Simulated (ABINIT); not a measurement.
Input and output of a self-consistent single point for Ga2Cu (P4/mmm, 3 atoms in the cell) (ABINIT).

Level of theory: PBEsol, PAW (JTH v2.0 PBE PAW, files made for PBE) (plane waves; ABINIT 10.0.3).

```xyz
3
Lattice="2.7994 0.0000 0.0000 0.0000 2.7994 0.0000 0.0000 0.0000 5.8033" Properties=species:S:1:pos:R:3 pbc="T T T"
Ga     1.3997     1.3997     1.6500
Ga     1.3997     1.3997     4.1533
Cu     0.0000     0.0000     0.0000
```

Reference input (self-consistent single point, DFT, LDA (PW92), plane waves, PAW (JTH v2.0 LDA PAW)): pseudos = [Ga.LDA_PW-JTH.xml, Cu.LDA_PW-JTH.xml]; ecut = 30 Ha; pawecutdg = 60 Ha; ixc = 7; occopt = 7; tsmear = 0.136 eV; ngkpt = 8 8 4; nshiftk = 1; shiftk = 0 0 0; potentials = JTH v2.0 LDA PAW; nband = 30; kptopt = 1. This run's input differs from it in these lines:

```diff
@@ -1,4 +1,4 @@
-# Ga2Cu, JTH v2.0 LDA PAW
+# Ga2Cu, JTH v2.0 PBE PAW
 pp_dirpath "./"
-pseudos "Ga.LDA_PW-JTH.xml, Cu.LDA_PW-JTH.xml"
+pseudos "Ga.GGA_PBE-JTH.xml, Cu.GGA_PBE-JTH.xml"
 acell 2.7994400000 2.7994400000 5.8033400000 Angstrom
@@ -18,3 +18,3 @@
 pawecutdg 60 Ha
-ixc 7
+ixc -116133
 occopt 7
```

Its files differ too (potentials: JTH v2.0 LDA PAW → JTH v2.0 PBE PAW).

Output, abridged:

```
--- !BeginCycle
solver: {iscf: 17, nstep: 100, nline: 4, wfoptalg: 10, }
tolerances: {tolvrs: 1.00E-10, }
...

     iter   Etot(hartree)      deltaE(h)  residm     nres2
 ETOT  1  -348.45464660522    -3.485E+02 5.216E+01 2.994E+01
 ETOT  2  -356.95311129003    -8.498E+00 2.873E-01 9.450E+02
 ETOT  3  -356.27012425605     6.830E-01 1.416E-01 1.723E+02
 ETOT  4  -356.06318833403     2.069E-01 3.278E-02 4.278E+01
 ETOT  5  -356.00848654321     5.470E-02 1.959E-02 1.128E+01
   [... 10 lines left out ...]
 ETOT 16  -355.98525230051     4.684E-11 1.412E-04 6.429E-09
 ETOT 17  -355.98525230050     1.290E-11 2.188E-04 6.922E-10
 ETOT 18  -355.98525230050     2.274E-13 1.207E-04 3.799E-10
 ETOT 19  -355.98525230050     2.387E-12 1.773E-04 1.908E-11
 At SCF step   19       nres2   =  1.91E-11 < tolvrs=  1.00E-10 =>converged.

 Cartesian components of stress tensor (hartree/bohr^3)
  sigma(1 1)=  3.67646689E-05  sigma(3 2)=  0.00000000E+00
  sigma(2 2)=  3.67646689E-05  sigma(3 1)=  0.00000000E+00
  sigma(3 3)=  5.29835263E-05  sigma(2 1)=  0.00000000E+00

 ----iterations are completed or convergence reached----

 reduced coordinates (array xred) for    3 atoms
       0.500000000000      0.500000000000      0.284320000940
       0.500000000000      0.500000000000      0.715679999060
       0.000000000000      0.000000000000      0.000000000000
 cartesian forces (eV/Angstrom) at end:
    1     -0.00000000000000    -0.00000000000000    -0.06504702132788
    2     -0.00000000000000    -0.00000000000000     0.06504702132788
   [... lines left out ...]
 Fermi (or HOMO) energy (hartree) =   0.25101   Average Vxc (hartree)=  -0.39795
   [... lines left out ...]
'-kT*entropy'       : -3.16757158866394E-04
total_energy        : -3.55985251738034E+02
total_energy_eV     : -9.68685133354238E+03
...

-Cartesian components of stress tensor (GPa)         [Pressure= -1.2407E+00 GPa]
- sigma(1 1)=  1.08165372E+00  sigma(3 2)=  0.00000000E+00
- sigma(2 2)=  1.08165372E+00  sigma(3 1)=  0.00000000E+00
- sigma(3 3)=  1.55882890E+00  sigma(2 1)=  0.00000000E+00

 Calculation completed.
```

The run converged in 19 iterations. 

The starting cell comes from a database of computed structures (which also holds hypothetical and non-ambient phases and stackings), without a prior relaxation at this level. Spin polarisation is off. The potentials were made for another functional than the one used.

These are the values that this program gave, and no reference: the one-centre exchange-correlation terms come from a truncated expansion.

Cost on one core of a shared machine: roughly 5 min.
